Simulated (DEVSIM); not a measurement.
Device: abrupt In0.53Ga0.47As p-n junction, at 350 K.

```tsv
layer (left to right)	material	thickness (μm)	Nd (cm⁻³)	Na (cm⁻³)	τn (s)	τp (s)
1	In0.53Ga0.47As	13.0	-	2.4e15	8e-9	8e-9
2	In0.53Ga0.47As	2.10	7.3e14	-	8e-9	8e-9
```

Left contact: ohmic. Right contact: ohmic. Voltage is applied to the left contact. Recombination: SRH at mid-gap, radiative, Auger. Mobility is μmin + (μ − μmin)/(1 + (N/Nref)^α).

This is a model device: material constants are rounded textbook-type values typed into the input, and sizes, dopings and lifetimes were drawn at random. Values at 300 K; Nc and Nv go as T^1.5, mobilities as T to minus their exponent, the gap by Varshni's rule with the affinity fixed.

```
parameter         In0.53Ga0.47As
----------------  --------------
gap (eV)                    0.74
affinity (eV)               4.51
permittivity                13.9
Nc (cm⁻³)                 2.1e17
Nv (cm⁻³)                 7.7e18
μn (cm²/Vs)                12000
μp (cm²/Vs)                  300
μn,min                       300
μp,min                        10
Nref,n                    1.3e17
Nref,p                    4.9e17
αn                          0.48
αp                           0.4
T exponent of μn             1.6
T exponent of μp             1.6
B (cm³/s)                9.6e-11
Cn (cm⁶/s)                 5e-29
Cp (cm⁶/s)                 5e-29
Varshni α (eV/K)         0.00035
Varshni β (K)                190
```

DEVSIM, 1D drift-diffusion, Boltzmann statistics, complete ionisation; no tunnelling, impact ionisation, image-force lowering or self-heating.

The doping Nd of layer 2 was swept, all else fixed.

```tsv
doping Nd of layer 2 (cm^-3)	dark forward voltage at 100 A/cm² (V)	potential step across the device at zero bias (V)	dark forward voltage at 1 A/cm² (V)	largest field in the device at zero bias (V/cm)
2.2e13	0.671	0.196	0.141	2700
7.3e13	0.576	0.228	0.159	3000
2.2e14	0.539	0.261	0.175	3800
7.3e14	0.504	0.297	0.188	6000
2.2e15	0.474	0.330	0.194	9000
7.3e15	0.449	0.366	0.196	12000
2.2e16	0.439	0.399	0.197	15000
```

From the first row to the last the dark forward voltage at 100 A/cm² goes from 0.671 to 0.439. From the first row to the last the potential step across the device at zero bias goes from 0.196 to 0.399.
